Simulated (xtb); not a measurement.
xtb 6.7.1, GFN1-xTB: c1ccc2c(c1)oc1cc(-c3ccc4cc(-c5ccc6c(c5)oc5ccccc56)ccc4c3)ccc12, 56 atoms. The geometry is a generated start, not checked to be a minimum at this level.

```
Quantity                                                                                                       Result
------------------------  -------------------------------------------------------------------------------------------
method                                                                                                       GFN1-xTB
--acc                                                                                                     1 (default)
--etemp (K)                                                                                             300 (default)
detailed input (--input)  none: ANC optimiser, Lindh (1995) Hessian, microcycle=20, maxdispl=1.0, hlow=0.01 (default)
basis functions                                                                                                   184
valence electrons                                                                                                 168
```

The structure is relaxed from this start with --opt LEVEL for the levels crude, sloppy, loose, lax, normal, tight, vtight, extreme, once each. Up to the end of the extreme run atoms move by at most 0.71 Å along an axis.

Question: Choose the cheapest level whose final energy lies within 1 meV of that of extreme.

Answer: lax: 21 cycles against 40, ending 0.28 meV above.

```tsv
level	cycles	energy above the extreme run (meV)	gradient norm (eV/Å)
crude	4	41	0.36
sloppy	6	32	0.16
loose	9	27	0.17
lax	21	0.28	0.077
normal	23	0.098	0.011
tight	24	0.083	0.012
vtight	39	under 0.01	0.0021
extreme	40	—	0.0019
```
